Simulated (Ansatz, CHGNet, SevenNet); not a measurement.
## How the lattice parameter a of ZnIn₂O₄ (model structure, started from the defect chalcopyrite type, I-4, No. 82, 7 atoms in the cell) moves with the method

No measured value is used here.

```json
[
 {"level (code)": "CHGNet-r²SCAN", "value (Å)": "4.774"},
 {"level (code)": "SevenNet-0", "value (Å)": "4.830"},
 {"level (code)": "SevenNet-l3i5", "value (Å)": "4.811"},
 {"level (code)": "LDA (Ansatz)", "value (Å)": "…"},
 {"level (code)": "PBE (Ansatz)", "value (Å)": "4.787"},
 {"level (code)": "PBEsol (Ansatz)", "value (Å)": "…"},
 {"level (code)": "r²SCAN (Ansatz)", "value (Å)": "4.699"}
]
```

### Question
Some entries are withheld; supply them.

### Answer

- LDA (Ansatz, a quantum-chemistry and plane-wave program), value (Å): 4.628
- PBEsol (Ansatz), value (Å): 4.695

Cutoffs differ between the levels. Ansatz's density-functional and Hartree–Fock values are scalar-relativistic unless marked +SOC, with PAW data made under PBE.

Machine-learned potentials (CHGNet-r²SCAN, SevenNet-0, SevenNet-l3i5) are trained on DFT data: a solid inside that data is no test of them.

A model structure was made by putting elements into a prototype or built by hand; it is no filed structure, need not be a known phase, and can be a saddle point held by its symmetry.
